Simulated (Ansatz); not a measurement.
The decay constant κ of evanescent states in the gap governs leakage through a thin film.

Input:

```
CELL_PARAMETERS angstrom
      4.25518     0.00000     0.00000
      0.00000     4.25518     0.00000
      2.12759     2.12759     3.00886
ATOMIC_POSITIONS crystal
  Cd 0.00000 0.00000 0.00000
  Se 0.25000 0.75000 0.50000
```

The cell is strained (all lengths scaled by 0.98); by r2SCAN it stands under a pressure of 3.4 GPa.

Transport runs along the normal of the first two printed cell vectors, the (001) plane of the conventional cell.

The gap is the functional's own, uncorrected, and κ follows it; spin-orbit coupling is left out. Mid-gap means the computed energy nearest the middle.

### Question
State the band gap and the smallest decay constant κ at mid-gap according to r2SCAN in Ansatz (a first-principles code).

### Answer
Gap 1.17 eV on a 10×10×10 mesh; κ = 0.088 1/Å, at the zone centre.
